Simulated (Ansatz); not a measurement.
Start from PbAu2 in the cubic Laves (MgCu2 type) structure (space group Fd-3m, No. 227; a = 7.953 Å).

Computed with PBEsol in Ansatz (plane waves to 420 eV, PAW, no SOC).

For the base:

- Lattice parameter a = 7.953 Å
- Band gap = zero

It is then changed as follows: Hg takes the place of Au on all its sites, then cell and atoms are relaxed.

Tabulated Pauling electronegativity and covalent radius: Au 2.54, 1.36 Å; Hg 2.00, 1.32 Å.

Task: Estimate the effect on the lattice parameter a.

Result: The lattice parameter a increases by 0.511 Å to 8.464 Å.

Task: Estimate the effect on the band gap.

Result: The band gap remains zero.

With Au and Pb present, leaving out spin-orbit coupling can change the band edges. No phonon test of stability was made. As relaxed here, Hg2Pb is a hypothetical phase, not in the database extracts checked.

Ansatz is a quantum-chemistry and plane-wave program.
